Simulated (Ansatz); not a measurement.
TiAs (P6₃/mmc, No. 194) was calculated with LDA (Ansatz, a program for electronic structure, plane waves, PAW).

Numerical settings: plane-wave cutoff 520 eV, 18×18×6 k mesh (along the axes of the cell as run), Fermi–Dirac smearing 0.05 eV, no spin polarisation, scalar-relativistic PAW data made under PBE.

The cell is scaled about its equilibrium volume:

Shape and atoms are relaxed at each volume.

```tsv
V (Å³/atom)	P (GPa)	c (Å)	a (Å)
15.671	6.14	11.730	3.513
15.997	2.91	11.793	3.540
16.324	0.00	11.855	3.567
16.650	-2.62	11.917	3.593
16.977	-4.99	11.978	3.618
```

Note: the volume lies 7 % below that of the published cell; the bulk modulus comes from volumes at which shape and atoms were relaxed.
